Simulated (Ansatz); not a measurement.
## A constructed model of the (110) surface of bcc Mo, p(2x2) surface alloy, Al on one Mo site of the top plane (bottom of the slab: a bare face, its two planes held)

Calculation: PBE (plane waves to 420 eV, PAW; Ansatz, a program for electronic structure).

Model: 24-atom slab, 11.1 Å thick at the start, 7x7x1 mesh, Fermi-Dirac 0.1 eV, dipole correction, 8 atoms held, the rest relaxed; start symmetry kept, larger cells not searched; no spin, no spin-orbit, no U. It is one candidate, not shown to be the stable structure of the face.

| Quantity | Result |
|---|---|
| work function of the top face | 4.47 eV |
| energy released by relaxation | 0.21 eV |
| cost | roughly 14 core-minutes |
